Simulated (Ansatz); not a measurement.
AlB2-type TiB2 was calculated with RPBE (Ansatz, a program for electronic structure, plane waves, PAW).

Numerical settings: plane-wave cutoff 520 eV, 24×24×20 k mesh (along the axes of the cell as run), Fermi–Dirac smearing 0.053 eV (set by the program), no spin polarisation, scalar-relativistic PAW data made under PBE.

Computed at the level's own relaxed cell.

Elastic tensor (GPa, Voigt notation, ions relaxed):

```
  628.0    64.3    94.9     0.0     0.0     0.0
   64.3   628.0    94.9     0.0     0.0     0.0
   94.9    94.9   433.1     0.0     0.0     0.0
    0.0     0.0     0.0   246.0     0.0     0.0
    0.0     0.0     0.0     0.0   246.0     0.0
    0.0     0.0     0.0     0.0     0.0   281.8
```

Problem. Work out the Voigt, Reuss and Hill averages of the bulk and shear moduli, Young's modulus and Poisson's ratio from the printed constants.

Solution. K_V = [C11 + C22 + C33 + 2(C12 + C13 + C23)]/9 = [1689.1 + 2 × 254.1]/9 = 244.1 GPa. G_V = [1689.1 − 254.1 + 3 × 773.8]/15 = 250.4 GPa. From the compliances S = C⁻¹, K_R = 239.1 and G_R = 244.8 GPa. Hill means: K = 241.6, G = 247.6 GPa. E = 9KG/(3K + G) = 554 GPa, ν = (3K − 2G)/(6K + 2G) = 0.12, K/G = 0.98.

Measured, for comparison: elastic constant C11 660 GPa, elastic constant C12 48 GPa, elastic constant C44 260 GPa, elastic constant C33 432 GPa, elastic constant C13 93 GPa (temperature not stated, no zero-point or thermal correction; as tabulated in Liu et al. (2023), arXiv:2002.00005). Computed (rounded) less measured: elastic constant C11 -5 %, elastic constant C12 +34 %, elastic constant C44 -5 %, elastic constant C33 +0.2 %, elastic constant C13 +2 %. A static lattice is as a rule a little smaller and stiffer than an uncorrected measurement, which narrows the difference in the elastic constant C13 and would widen misses of the other sign.

Computed values are for the static lattice.
